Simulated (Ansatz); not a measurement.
**Si: response to strain**

The reference is Si in the diamond structure (space group Fd-3m, No. 227; a = 5.444 Å). Axes: x, y, z lie along the cube axes.

Strains are applied to the cell and any free atomic positions relax; under biaxial strain the out-of-plane vector relaxes too.

Method: r2SCAN in Ansatz (plane waves to 500 eV, PAW, scalar-relativistic without spin-orbit coupling).

Notes on the quantities. energy relative to the base: free energy F.

```tsv
biaxial strain, plane normal [001], relaxed out of plane (%)	energy relative to the base (meV/atom)
0	0.0
0.5	?
1	2.3
1.5	5.1
2	8.9
2.5	13.8
3	19.7
```

Question: Fit ΔE = Aε² + Bε³ (ε in %) to the rows shown and predict the withheld row.

Answer: Least squares on the printed values gives A = 2.32 and B = -0.044 meV/atom (largest residual 0.0 meV/atom); this predicts 0.6 meV/atom, and the run gives 0.6 meV/atom, in agreement.

Whether these cells are dynamically stable was not tested.

Ansatz is a first-principles code.
